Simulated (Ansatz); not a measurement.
This Ansatz (a program for electronic structure) input is the reference run, InSb in the zinc blende structure (space group F-43m, No. 216), computed with PBEsol (Ansatz; PAW; 420 eV plane waves; scalar-relativistic without spin-orbit coupling), earlier PAW set:

Ansatz 0.2 input:
```yaml
crystal:
  lattice:
    - [0, 3.2598905504, 3.2598905504]
    - [3.2598905504, 0, 3.2598905504]
    - [3.2598905504, 3.2598905504, 0]
  atoms:
    - { symbol: Sb, position: [0.75, 0.75, 0.75] }
    - { symbol: In, position: [0, 0, 0] }
basis: { ecutwfc: 420, ecutrho_ratio: 4, xc_grid: 2, fft_grid_basis: typed }
kpoints: { mp_grid: { grid: [12, 12, 12] } }
hamiltonian:
  xc: pbesol
  dispersion: none
  pseudopotentials: { azcp: { folder: ./paw }, kind: paw }
scf: { occupations: { method: fermi_dirac, width: 0.05 }, convergence: { dr2_threshold: 0.0000000002 } }
output: { forces: true, stress: true }
checkpoint: { write: state.ck, write_every: 1000 }
```

Problem. Write the input for this change: a free-standing slab of 2 layers (4 atoms, 2 a layer) is cut normal to [110], with 15 Å of vacuum and the in-plane cell held at bulk.

Solution. 
Ansatz 0.2 input:
```yaml
crystal:
  lattice:
    - [4.6101814282, 0, 0]
    - [0, 6.5197811008, 0]
    - [0, 0, 17.3050907141]
  atoms:
    - { symbol: Sb, position: [0.75, 0.5, 0.4333984793] }
    - { symbol: In, position: [0.25, 0.25, 0.4333984793] }
    - { symbol: Sb, position: [1.25, 1, 0.5666015207] }
    - { symbol: In, position: [0.75, 0.75, 0.5666015207] }
basis: { ecutwfc: 420, ecutrho_ratio: 4, xc_grid: 2, fft_grid_basis: typed }
kpoints: { mp_grid: { grid: [10, 7, 1] } }
hamiltonian:
  xc: pbesol
  dispersion: none
  pseudopotentials: { azcp: { folder: ./paw }, kind: paw }
scf: { occupations: { method: fermi_dirac, width: 0.05 }, convergence: { dr2_threshold: 0.0000000004 } }
relax: { f_tol: 0.01, max_steps: 50 }
output: { forces: true, stress: true }
checkpoint: { write: state.ck, write_every: 1000 }
```
This is the input that was run; other choices of cell and start would serve too.

Stability against distortions was not tested. All final runs are without spin polarisation.
